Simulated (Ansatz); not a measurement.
## PbF2, pressure series

Take PbF₂ in the fluorite structure (space group Fm-3m, No. 225; a = 5.899 Å) as the base.

Cell and atoms are relaxed at each pressure.

Method: PBEsol (Ansatz, a quantum-chemistry and plane-wave program; PAW; 420 eV plane waves; no spin-orbit coupling).

Two rows of this table had their results exchanged by mistake.

```csv
pressure,volume per atom (Å³),shortest distance (Å),band gap
pressure −2 GPa,17.04,2.551,4.30 eV
pressure −1 GPa,17.33,2.566,4.31 eV
pressure 0.3 GPa,17.59,2.578,4.31 eV
pressure 0.7 GPa,16.95,2.547,4.30 eV
pressure 1.5 GPa,16.78,2.538,4.30 eV
pressure 3 GPa,16.50,2.524,4.29 eV
pressure 5 GPa,16.15,2.506,4.28 eV
pressure 7.5 GPa,15.77,2.486,4.26 eV
pressure 10 GPa,15.44,2.468,4.25 eV
```

Problem. Which two?

Solution. The rows for pressure −2 GPa and pressure 0.3 GPa: the volume has to fall steadily with pressure, so 17.59 Å³ belongs to pressure −2 GPa and 17.04 Å³ to pressure 0.3 GPa.

Spin-orbit coupling, missing from the scalar runs, can matter with Pb. Load acts through the strain it causes; cell and atoms are relaxed under it. Whether these cells are dynamically stable was not tested. No other phases were tried under pressure.
